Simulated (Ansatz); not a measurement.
Start from CsBr in the zinc blende structure (space group F-43m, No. 216; a = 8.0171 Å; a hypothetical phase, not in the database extracts checked).

Computed with Ansatz (an electronic-structure program), PBEsol, PAW, cutoff 420 eV, spin-orbit coupling left out.

Base values:

The pressure comes out as 0.0 kbar.

Perturbation: the cell is scaled by 1.0492 in all directions; the atoms relax in the strained cell.

Task: Predict the new pressure.

Result: The pressure goes from zero to -8.0 kbar.

Task: What happens to the energy relative to the base?

Result: The energy increases by 29 meV/atom.

Stability against distortions was not tested.
